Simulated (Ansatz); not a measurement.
**A computed series for WSi2: response to strain**

Consider WSi2 (space group I4/mmm, No. 139; a = 3.2024 Å, c = 7.8177 Å; relaxed with 0.1 eV smearing). Axes: x, y, z lie along a, b, c of the conventional cell.

Strains are applied to the cell and any free atomic positions relax; under biaxial strain the out-of-plane vector relaxes too.

Level of theory: Kohn–Sham DFT with the PBEsol functional, run in Ansatz (a first-principles code) with PAW and 420 eV plane waves, no SOC.

Notes on the quantities. energy relative to the base: free energy F.

```tsv
biaxial strain, plane normal [001], relaxed out of plane (%)	energy relative to the base (meV/atom)
0	0.0
0.5	1.1
1	4.3
1.5	?
2	16.9
2.5	26.1
3	37.2
```

Problem. Fit ΔE = Aε² + Bε³ (ε in %) to the rows shown and predict the withheld row.

Solution. Least squares on the printed values gives A = 4.40 and B = -0.089 meV/atom (largest residual 0.0 meV/atom); this predicts 9.6 meV/atom, and the run gives 9.6 meV/atom, in agreement.

Stability against distortions was not tested. All final runs are without spin polarisation.
